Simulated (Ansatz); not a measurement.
The starting structures come from a database of crystals and need not be the phases stable at ambient conditions.

The decay constant κ of evanescent states in the gap governs leakage through a thin film.

Here is the system:

```yaml
crystal:
  lattice:
    - [4.89839, 0.00000, 0.00000]
    - [-2.44920, 4.24213, 0.00000]
    - [2.44920, 1.41404, 4.29996]
  atoms:
    - { symbol: B, position: [0.33574, 0.34571, 0.67423] }
    - { symbol: B, position: [0.66426, 0.65429, 0.32577] }
    - { symbol: B, position: [0.98006, 0.99003, 0.67423] }
    - { symbol: B, position: [0.01994, 0.00997, 0.32577] }
    - { symbol: B, position: [0.33574, 0.99003, 0.67423] }
    - { symbol: B, position: [0.66426, 0.00997, 0.32577] }
    - { symbol: B, position: [0.14780, 0.36836, 0.07276] }
    - { symbol: B, position: [0.85220, 0.63164, 0.92724] }
    - { symbol: B, position: [0.55888, 0.77944, 0.07276] }
    - { symbol: B, position: [0.44112, 0.22056, 0.92724] }
    - { symbol: B, position: [0.14780, 0.77944, 0.07276] }
    - { symbol: B, position: [0.85220, 0.22056, 0.92724] }
```

Space group of this cell: R-3m. The cell is strained (lengths along the current scaled by 1.03, ions clamped); by r2SCAN its mean pressure is -6.9 GPa.

Transport runs along the normal of the first two printed cell vectors, the (001) (indices of the unstrained crystal) plane of the conventional cell.

No gap correction and no spin-orbit coupling; mid-gap values are interpolated between computed energies.

### Question
State the band gap and the smallest decay constant κ at mid-gap according to r2SCAN (Ansatz, a program for electronic structure).

### Answer
Gap 1.33 eV on a 8×8×8 mesh; κ = 0.221 1/Å, at (0.500, 0.000) of the in-plane reciprocal vectors. At the zone centre, at the nearest computed energy, the slowest state has κ = 0.27 1/Å.
